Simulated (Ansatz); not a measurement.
The reference is GaN in the zinc blende structure (space group F-43m, No. 216).

```
GaN
1.0
    0.00000     2.22769     2.22769
    2.22769     0.00000     2.22769
    2.22769     2.22769     0.00000
Ga N
1 1
Direct
  0.00000   0.00000   0.00000
  0.25000   0.25000   0.25000
```

Cartesian axes are those of the cell as printed.

Method: Ansatz (a program for electronic structure) LDA, no spin-orbit coupling.

Perturbation: every lattice vector is shortened by 3.00 %; the atoms relax in the strained cell.

### Question
Predict the stress tensor and what it implies for the stiffness.

### Answer
Stress of the strained cell less that of the base (GPa, compression positive):
```
  22.54    0.00    0.00
   0.00   22.54    0.00
   0.00    0.00   22.54
```

Then B = −ΔP/(ΔV/V₀) with ΔV/V₀ = -0.0873 gives secant stiffness values (nonlinear terms included at this strain): B ≈ 258 GPa.

As a check, the harmonic strain energy −½ V₀ Δσ:ε is 70 meV/atom; the computed energy rise is 63 meV/atom.

No phonon test of stability was made. This is not the structure that GaN has at room temperature and ambient pressure.
